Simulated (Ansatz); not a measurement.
Base system: WC (space group P-6m2, No. 187; a = 2.923 Å, c = 2.846 Å; relaxed with 0.1 eV smearing). Axes: x lies along a and z along c of the hexagonal cell.

(Cell as relaxed with PBE.)

Levels (all Ansatz, a first-principles code, PAW, earlier PAW set): PBE (420 eV, no spin-orbit coupling); r2SCAN (500 eV, no spin-orbit coupling).

Each level relaxes its own structure.

```tsv
base	PBE	r2SCAN
volume per atom	10.53 Å³	10.42 Å³
lattice parameter a	2.923 Å	2.913 Å
band gap	zero	zero
```

Modification: biaxial strain −0.86 %, plane normal [001], relaxed out of plane (Cartesian); in-plane vectors clamped, the third vector and the atoms free.

| quantity | PBE | r2SCAN |
|---|---|---|
| shortest interatomic distance | 2.199 Å | 2.192 Å |
| pressure (mean of the normal stresses, compression positive) | 5.2 GPa | 5.5 GPa |

PBE's shortest interatomic distance lies 0.0077 Å above r2SCAN's (0.3 %); PBE's pressure lies 0.3 GPa below r2SCAN's. Neither level is exact; r2SCAN is the comparison here, not a measurement.

Whether these cells are dynamically stable was not tested. All final runs are without spin polarisation.
